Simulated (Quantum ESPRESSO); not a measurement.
# Effort and miss along a sweep of K_POINTS: ZnPd₃ (I4/mmm, 4 atoms in the cell)

```xyz
4
Lattice="1.9538 -1.9538 3.8244 1.9538 1.9538 3.8244 -1.9538 -1.9538 3.8244" Properties=species:S:1:pos:R:3 pbc="T T T"
Zn     0.0000     0.0000     0.0000
Pd    -1.9538     0.0000     1.9122
Pd     0.0000     1.9538     1.9122
Pd     0.0000     0.0000     3.8244
```

Method: PBEsol, PSlibrary ultrasoft (PBE) pseudopotentials (plane waves; Quantum ESPRESSO 7.5).

Base settings: ecutwfc = 50 Ry; ecutrho = 600 Ry; occupations = smearing; smearing = gaussian; degauss = 0.0036749 Ry; input_dft = pbesol; potentials = {Zn: Zn.pbe-dn-rrkjus_psl.1.0.0.UPF, Pd: Pd.pbe-n-rrkjus_psl.1.0.0.UPF}; K_POINTS = automatic 8 8 8 0 0 0; conv_thr = 1e-10 Ry; mixing_beta = 0.4.

Misses are taken against the tightest run, automatic 19 19 19 0 0 0, which need not be fully converged itself. The energy is the free energy per atom.

The count of work is k-points × plane waves × bands × iterations; it is no time, and leaves out set-up, grids and terms that scale otherwise. Core times come from one kind of shared machine and are given to one figure; runs under 30 s give none.

The starting cell comes from a database of computed structures (which also holds hypothetical and non-ambient phases and stackings), without a prior relaxation at this level. Spin polarisation is off. In the base run, with a pressure of about -4 GPa the cell is away from its equilibrium volume at this level.

| K_POINTS | energy less reference (meV/atom) | pressure less reference (GPa) | count of work / reference | core time / reference (rough) |
|---|---|---|---|---|
| automatic 1 1 1 0 0 0 | 215.10 | 11.85 | 0.0018 | – |
| automatic 2 2 2 0 0 0 | 187.99 | 1.83 | 0.0097 | 0.03 |
| automatic 3 3 3 0 0 0 | -65.26 | -0.94 | 0.012 | 0.02 |
| automatic 4 4 4 0 0 0 | 12.72 | -0.04 | 0.026 | 0.03 |
| automatic 5 5 5 0 0 0 | -3.60 | 0.25 | 0.033 | 0.03 |
| automatic 6 6 6 0 0 0 | 2.07 | 0.05 | 0.054 | 0.04 |
| automatic 7 7 7 0 0 0 | -1.41 | 0.00 | 0.072 | 0.06 |
| automatic 8 8 8 0 0 0 | 1.46 | -0.02 | 0.12 | 0.07 |
| automatic 10 10 10 0 0 0 | -0.12 | 0.03 | 0.19 | 0.1 |
| automatic 11 11 11 0 0 0 | -0.55 | 0.01 | 0.23 | 0.1 |
| automatic 13 13 13 0 0 0 | 0.13 | 0.02 | 0.36 | 0.3 |
| automatic 16 16 16 0 0 0 | 0.18 | 0.00 | 0.69 | 0.6 |
| automatic 19 19 19 0 0 0 | 0.00 | 0.00 | 1.0 | 1 |

Coarsest setting among those run that, with all tighter ones, holds the energy within 10 meV/atom of the reference: automatic 5 5 5 0 0 0, off by 3.6 meV/atom; it needs 0.033 of the reference's count of work and about 0.03 of the reference's time.

Coarsest setting among those run that, with all tighter ones, holds the energy within 1 meV/atom of the reference: automatic 10 10 10 0 0 0, off by 0.12 meV/atom; it needs 0.19 of the reference's count of work and about 0.1 of the reference's time.

The step from automatic 4 4 4 0 0 0 to automatic 8 8 8 0 0 0: it takes the miss in the energy from 13 to 1.5 meV/atom, for 4.5 times the count of work and roughly 2 times the time.
